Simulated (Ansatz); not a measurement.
Antifluorite K2S

Level of theory: B3LYP (VWN-RPA form) (Ansatz, an electronic-structure program, PAW).

Numerical settings: plane-wave cutoff 520 eV, 6×6×6 k mesh, scalar-relativistic PAW data made under PBE.

Cell (relaxed at this level):

```cif
data_K2S
_chemical_formula_sum 'K2 S1'
_space_group_name_H-M_alt 'P 1'
_space_group_IT_number 1
_cell_length_a 5.30290
_cell_length_b 5.30290
_cell_length_c 5.30290
_cell_angle_alpha 60.000
_cell_angle_beta 60.000
_cell_angle_gamma 60.000
loop_
_space_group_symop_operation_xyz
  'x, y, z'
loop_
_atom_site_label
_atom_site_type_symbol
_atom_site_fract_x
_atom_site_fract_y
_atom_site_fract_z
_atom_site_occupancy
K1 K 0.25000 0.25000 0.25000 1
K2 K 0.75000 0.75000 0.75000 1
S1 S 0.00000 0.00000 0.00000 1
```

| Quantity | Result |
|---|---|
| elastic constant C11 | 34.8 GPa |
| elastic constant C12 | 10.2 GPa |
| elastic constant C44 | 8.86 GPa |
| Voigt–Reuss–Hill bulk modulus | 18.4 GPa |
| polycrystal shear modulus (Hill average) | 10.1 GPa |
| Young modulus | 25.6 GPa |
| Poisson ratio | 0.268 |

Elastic constants are with the ions relaxed.

Static lattice: no zero-point or thermal effects.
